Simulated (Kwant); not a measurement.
System: six-terminal Hall bar in a GaN two-dimensional gas. Effective mass 0.22 mₑ, grid spacing 3.8 nm, hard walls, nominal width 100 nm (27 grid rows, so walls 106.4 nm apart), one parabolic valley, scattering region 260 nm long along x; energies count from the band bottom; Fermi energy swept from 0.0012925 to 0.01034 eV. Four side probes 50 nm wide, two on each edge; current runs along x; the sign of the Hall resistance is a convention. Perpendicular field 4.5 T, also in the leads; orbital effect alone.

The device is made up for the run: typed textbook-type constants, with dimensions and the other settings drawn at random.

Kwant, effective-mass tight-binding model on a square grid, one spin, coherent transport at 0 K. Resistances are in h/e².

Task: How many Landau levels lie under the Fermi energy, and what Hall resistance follows, at 1.75 meV and 4.50 T; 4.05 meV and 4.50 T; 4.82 meV and 4.50 T; 9.42 meV and 4.50 T?

Result: ħωc = ħeB/m = 0.526 meV a tesla; levels lie at (n + ½)ħωc. E/ħωc = 0.74 gives 1 level and h/(1e²) = 1.000; simulated 1.000. E/ħωc = 1.71 gives 2 levels and h/(2e²) = 0.500; simulated 0.500. E/ħωc = 2.04 gives 2 levels and h/(2e²) = 0.500; simulated 0.500. E/ħωc = 3.98 gives 4 levels and h/(4e²) = 0.250; simulated 0.250.
